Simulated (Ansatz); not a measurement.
Several settings converged on LaNi2B2C (I4mm, 6 atoms in the cell)

```yaml
crystal:
  lattice:
    - [-1.87976, 1.87976, 4.88465]
    - [1.87976, -1.87976, 4.88465]
    - [1.87976, 1.87976, -4.88465]
  atoms:
    - { symbol: La, position: [0.00512, 0.00512, 0.00000] }
    - { symbol: Ni, position: [0.75000, 0.25000, 0.50000] }
    - { symbol: Ni, position: [0.25000, 0.75000, 0.50000] }
    - { symbol: B, position: [0.34813, 0.34813, 0.00000] }
    - { symbol: B, position: [0.65187, 0.65187, 0.00000] }
    - { symbol: C, position: [0.50000, 0.50000, 0.00000] }
```

Base method: PBEsol, default PAW files made with PBE (plane waves; Ansatz, an electronic-structure program).

Base settings: basis.ecutwfc = 30.9 Ry; kpoints.mp_grid.grid = 12 12 12; hamiltonian.xc = pbesol; hamiltonian.pseudopotentials = {kind: paw} (the program's default PAW files); scf.occupations.method = fermi_dirac; scf.occupations.width = 0.0073 Ry.

The count of work is k-points × plane waves × bands × iterations; it is no time. Core times come from one kind of shared machine, to one figure; runs under 30 s give none.

**Shifted k-point meshes**

In this ladder: kpoints.mp_grid.shift = 0.5 0.5 0.5.

Only quantities that move along the ladder and can be compared are tabulated.

```csv
kpoints.mp_grid.grid,free energy less the last step's (meV/atom),pressure (GPa),largest difference of a force vector from the last step's (eV/Å),count of work / last
2 2 2,-42.34,-2.33,0.451,0.0036
3 3 3,-8.96,-1.44,0.158,0.0072
4 4 4,-0.48,-1.57,0.035,0.013
6 6 6,-0.51,-1.50,0.015,0.034
8 8 8,0.18,-1.50,0.022,0.068
10 10 10,0.03,-1.50,0.012,0.12
22 22 22,0.00,-1.50,0.000,1.0
```

Coarsest kpoints.mp_grid.grid that holds the forces within 0.02 eV/Å: not settled: the last two steps still differ by 0.012 eV/Å, over half the tolerance, so the ladder does not show it.

Coarsest kpoints.mp_grid.grid that holds the free energy within 1 meV/atom of the last step, with all finer ones: 4 4 4, at 0.013 of the last step's count of work; the step before is off by 9.0 meV/atom.

Coarsest kpoints.mp_grid.grid that holds the pressure within 0.2 GPa of the last step, with all finer ones: 3 3 3, at 0.0072 of the last step's count of work; the step before is off by 0.82 GPa.

**The k-point mesh at a smearing width of 0.3 eV**

In this ladder: scf.occupations.width = 0.022 Ry.

Only quantities that move along the ladder and can be compared are tabulated.

| kpoints.mp_grid.grid | free energy less the last step's (meV/atom) | largest difference of a force vector from the last step's (eV/Å) | count of work / last | core time / last (rough) |
|---|---|---|---|---|
| 4 4 4 | -0.43 | 0.048 | 0.012 | – |
| 5 5 5 | 0.94 | 0.024 | 0.017 | – |
| 6 6 6 | 0.23 | 0.002 | 0.028 | – |
| 9 9 9 | -0.01 | 0.000 | 0.071 | – |
| 13 13 13 | 0.00 | 0.000 | 0.18 | 0.2 |
| 20 20 20 | 0.00 | 0.000 | 0.60 | 0.6 |
| 24 24 24 | 0.00 | 0.000 | 1.0 | 1 |

Coarsest kpoints.mp_grid.grid that holds the free energy within 0.5 meV/atom of the last step, with all finer ones: 6 6 6, at 0.028 of the last step's count of work; the step before is off by 0.94 meV/atom.

Coarsest kpoints.mp_grid.grid that holds the forces within 0.01 eV/Å of the last step, with all finer ones: 6 6 6, at 0.028 of the last step's count of work; the step before is off by 0.024 eV/Å.

On the base run: the starting cell comes from a database of computed structures (which also holds hypothetical and non-ambient phases and stackings), without a prior relaxation at this level. Its lattice was rescaled by up to half a per cent. One atom was moved a little off its site on purpose. Spin polarisation is off. Ansatz's pressure includes its estimate of the finite-basis (Pulay) stress.

Keys are those of Ansatz 0.2.
